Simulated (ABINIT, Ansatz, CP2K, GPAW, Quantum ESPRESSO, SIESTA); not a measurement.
**Code comparison for PtAl2 (Fm-3m, 3 atoms in the cell)**

Self-consistent single point.

```
PtAl2
1.0
    0.00000     3.02119     3.02119
    3.02119     0.00000     3.02119
    3.02119     3.02119     0.00000
Al Pt
2 1
Direct
  0.25000   0.25000   0.25000
  0.75000   0.75000   0.75000
  0.00000   0.00000   0.00000
```

All programs got the same cell, k-point mesh and kind of occupations (in Ansatz's words: kpoints.mp_grid.grid = 13 13 13; scf.occupations.method = fermi_dirac; scf.occupations.width = 0.01 Ry); potentials, basis and cutoffs are each program's usual ones.

| code | model | pressure (GPa) | k-points | cutoff |
|---|---|---|---|---|
| SIESTA | GGA PBE, numerical atomic orbitals DZP, PseudoDojo PBE standard norm-conserving potentials (rewritten from UPF to PSML) | -5.42 | 1099 | grid 300 Ry |
| CP2K | PBE, GPW, DZVP-MOLOPT-SR-GTH basis, GTH-PBE potentials (GTH_POTENTIALS) | -5.60 | 1099 | grid 500 Ry |
| Quantum ESPRESSO | PBE, PSlibrary PAW (PBE) pseudopotentials | -5.63 | 84 | 45 Ry |
| Ansatz | PBE, default PAW files | -5.58 | 84 | 30.9 Ry |
| ABINIT | PBE, norm-conserving pseudopotentials (PseudoDojo nc-sr-05 PBE standard) | -5.70 | 84 | 42 Ha |
| GPAW | PBE, GPAW PAW datasets PBE (gpaw-data 1.0.1) | -5.20 | 84 | 550 eV |

The spread over the programs that give each value: pressure within 0.50 GPa.

The starting cell has typed, rounded lattice constants, without a prior relaxation at this level. Its lattice was rescaled by a random factor within 2.5 % of one. On Ansatz's run: Spin-orbit coupling is off. Spin polarisation is off. In the base run, with a pressure of about -6 GPa the cell is away from its equilibrium volume at this level.

Q: Why do the programs differ, and what cannot be compared?

A: Differences of this kind can come from the potentials, where these differ, and from what each basis and cutoff leave unconverged. The valence holds different numbers of electrons (SIESTA 24, CP2K 24, Quantum ESPRESSO 16, Ansatz (a first-principles code) 24, ABINIT 24, GPAW 22). The zero of total energies and Fermi levels follows the potentials and each program's conventions, so they are not compared here. SIESTA and CP2K use small atom-centred bases, whose incompleteness enters pressures, forces and empty levels differently from a plane-wave cutoff. Ansatz's pressure is given at a fixed set of plane waves, as the other plane-wave codes print theirs; with its correction for the finite basis it is -5.53 GPa. Ansatz's smearing width was typed in Ry to four decimals, so it matches the others to a few per cent. The programs reduce the same mesh by symmetry to different extents, which changes the work and not the result.

Left out of this page: Elk and FLEUR (not drawn, or without a comparable value).

Keys are those of Ansatz 0.2.
